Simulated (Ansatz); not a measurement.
The starting structures come from a database of crystals and need not be the phases stable at ambient conditions.

The decay constant κ of evanescent states in the gap governs leakage through a thin film.

Here is the system:

```
CELL_PARAMETERS angstrom
      3.55611     0.00000     0.00000
     -1.77805     3.07968     0.00000
      0.00000     0.00000     4.26160
ATOMIC_POSITIONS crystal
  Mg 0.66667 0.33333 0.75000
  Mg 0.33333 0.66667 0.25000
  O  0.66667 0.33333 0.25000
  O  0.33333 0.66667 0.75000
```

Space group of this cell: P6_3/mmc. The cell is strained (all lengths scaled by 1.02); by r2SCAN its mean pressure is -7.2 GPa.

Transport runs along the normal of the first two printed cell vectors, the (001) plane of the conventional cell.

The gap is the functional's own. No spin-orbit coupling. Mid-gap values are interpolated on the energy grid.

Problem. Predict the band gap and the smallest decay constant κ at mid-gap from r2SCAN (Ansatz, a first-principles code).

Solution. Gap 3.79 eV on a 12×12×8 mesh; κ = 0.312 1/Å, at the zone centre.
